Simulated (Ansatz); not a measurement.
Bond-angle distributions (per cent of the angles at each element, bins of 10°) of a relaxed model of amorphous Si48O94 at 2.17 g/cm³. Level of theory: PBE, scalar-relativistic without spin-orbit coupling (plane waves to 420 eV, PAW; Ansatz, a first-principles code). The usual formal charges leave 4 electrons over, so the level spacing at the Fermi energy parts defect or band states and needn't be the band gap.

Preparation: random packing, a CHGNet melt and quench, and a DFT relaxation. O atoms were pushed apart under 1.9 Å during the dynamics, to hinder bonds among them. The hot cell started wider than the set density and was brought back towards it in steps. It is the lowest in DFT energy of 4 quenches. It is a model cell: composition and starting density were chosen by hand, and all elements were melted together. No dispersion term was used. Its density started from a set value of 2.17 and ended at 2.17 g/cm³. The simulated quench (nominally 170 K/ps over its main leg) is rapid and tends to freeze in more defects than a deposited or slowly cooled glass has. A cell of this size samples the disorder only roughly. The volume was held where the preparation left it and the shape relaxed, at a PBE pressure of -1.1 GPa (tension). Stress components on the final sampling reach 1.1 GPa.

Bonds are counted up to Si-Si 2.60 Å, Si-O 1.90 Å, O-O 1.58 Å. Two cations that share two anions don't count as bonded, nor two that share one unless they lie closer than Si-Si 2.38 Å.

```json
[
 {"angle (°)": "50-60", "at Si": "0", "at O": "0"},
 {"angle (°)": "60-70", "at Si": "0", "at O": "0"},
 {"angle (°)": "70-80", "at Si": "0", "at O": "0"},
 {"angle (°)": "80-90", "at Si": "1", "at O": "3"},
 {"angle (°)": "90-100", "at Si": "1", "at O": "1"},
 {"angle (°)": "100-110", "at Si": "56", "at O": "0"},
 {"angle (°)": "110-120", "at Si": "42", "at O": "2"},
 {"angle (°)": "120-130", "at Si": "1", "at O": "20"},
 {"angle (°)": "130-140", "at Si": "0", "at O": "26"},
 {"angle (°)": "140-150", "at Si": "0", "at O": "20"},
 {"angle (°)": "150-160", "at Si": "0", "at O": "20"},
 {"angle (°)": "160-170", "at Si": "0", "at O": "6"},
 {"angle (°)": "170-180", "at Si": "0", "at O": "1"}
]
```

They go with these counts of neighbours within the cut-offs, cation contacts included: Si mean 3.9, most often 4; O mean 2.0, most often 2.
